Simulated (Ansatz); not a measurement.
An Ansatz (a program for electronic structure) input (PBE-D3(BJ), PAW, 420 eV (Ansatz; without spin-orbit coupling)):

Ansatz 0.2 input:
```yaml
crystal:
  lattice:
    - [3.2771071638, 0, 0]
    - [1.6385535819, 2.8380580548, 0]
    - [0, 0, 31.0797958365]
  atoms:
    - { symbol: Se, position: [0.3333333333, 0.3333333333, 0.2413143265] }
    - { symbol: Mo, position: [0.6666666667, 0.6666666667, 0.2951756545] }
    - { symbol: Se, position: [0.3333333333, 0.3333333333, 0.3490369825] }
    - { symbol: Se, position: [0.6666666667, 0.6666666667, 0.446138672] }
    - { symbol: Mo, position: [0.3333333333, 0.3333333333, 0.5] }
    - { symbol: Se, position: [0.6666666667, 0.6666666667, 0.553861328] }
    - { symbol: Se, position: [0.3333333333, 0.3333333333, 0.6509630175] }
    - { symbol: Mo, position: [0.6666666667, 0.6666666667, 0.7048243455] }
    - { symbol: Se, position: [0.3333333333, 0.3333333333, 0.7586856735] }
basis: { ecutwfc: 420, ecutrho_ratio: 4, xc_grid: 2, fft_grid_basis: typed }
kpoints: { mp_grid: { grid: [12, 12, 1] } }
hamiltonian:
  xc: pbe
  dispersion: d3bj
  pseudopotentials: { kind: paw }
scf: { occupations: { method: fermi_dirac, width: 0.05 } }
relax: { f_tol: 0.01, max_steps: 60, cell: { stress_tol: 0.02, fix: [c, alpha, beta] } }
output: { forces: true, stress: true }
checkpoint: { write: state.ck, write_every: 1000 }
```

Q: Which symmetry and how many k-points will the program report, and about how many plane waves at Γ?

A: Space group P-6m2 (ITA 187) with 12 operations, k-points 19 of 144, and 5767 plane waves at Γ.

Whether these cells are dynamically stable was not tested. The cell was made from MoSe2 in the 2H-MoS2 type structure (space group P6_3/mmc, No. 194; layered, stacked along the Cartesian z axis) by this change: a free-standing slab of 3 layers (9 atoms, 3 a layer) is cut normal to the stacking axis, with 15 Å of vacuum and the in-plane cell relaxed.
